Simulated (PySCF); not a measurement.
PySCF 2.14.0, B3LYP/def2-svp, df: Nb(S)(F)(NH2)2 ([NH2][Nb]([NH2])([F])=[S]), 9 atoms. The geometry is a generated start, not checked to be a minimum at this level.

```json
{
 "task": "energy",
 "method": "b3lyp",
 "basis": "def2-svp",
 "two_electron_scheme": "density fitting",
 "mol.max_memory": "3000 MB",
 "mf.max_cycle": "100",
 "mf.init_guess": "minao (default)",
 "mf.DIIS": "CDIIS (default)",
 "mf.conv_tol": "1e-09 (default)",
 "mf.grids.level": "3 (default)",
 "effective_core_potentials": "those of the basis set, past Kr",
 "basis_functions": "111",
 "grid_points": "122616"
}
```

```xyz
9

Nb     0.4383     0.2028     0.3922
S      2.3353    -0.3983    -0.5904
F      0.9752     1.0420     1.9788
N     -0.3925     1.3348    -0.9660
H     -1.3245     1.7512    -0.8825
H      0.0029     1.6436    -1.8572
N     -0.4824    -1.5099     0.5903
H     -0.1044    -2.4448     0.4280
H     -1.4478    -1.6214     0.9066
```

Charge 0 and multiplicity 1 are set for this test and not shown to be the ground state.

One run each on 2 threads, 1 BLAS thread. Values of diis_space tried: 3, 5, 8 (default), 12, 20.

Question: Which value of diis_space needs the fewest Fock builds, and what happens away from it?

Answer: Fewest Fock builds, within one of each other: 5 with 18, 8 (default) with 17, 12 with 17, 20 with 17. The count rises to 49 at 3. All converge to one solution.

```
diis_space   Fock builds            end
-----------  -----------  -------------
3                     49  same solution
5                     18  same solution
8 (default)           17  same solution
12                    17  same solution
20                    17  same solution
```
